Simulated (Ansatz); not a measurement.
The starting structures come from a database of crystals and need not be the phases stable at ambient conditions.

Crystal: K₂SnHgSe₄ (I-42m, not sure to be the ambient phase, 8 atoms a cell, 30.3 Å³ an atom, -2 GPa at this level); planes in its conventional cell.

Calculation: r2SCAN (plane waves, PAW; Ansatz, a program for electronic structure).

No gap correction and no spin-orbit coupling; mid-gap values are interpolated between computed energies.

```
plane  area of the cell (Å²)  mid-gap κ (1/Å)  largest κ in the gap (1/Å)
-----  ---------------------  ---------------  --------------------------
(101)                   44.9             0.17                        0.18
(100)                   58.8              [?]                         [?]
(001)                   67.9              [?]                         [?]
(110)                   41.6              [?]                         [?]
```

The slowest decay depends on the direction. Supply the withheld values.


- (100), mid-gap κ (1/Å): 0.20
- (100), largest κ in the gap (1/Å): 0.20
- (001), mid-gap κ (1/Å): 0.16
- (001), largest κ in the gap (1/Å): 0.16
- (110), mid-gap κ (1/Å): 0.19
- (110), largest κ in the gap (1/Å): 0.19
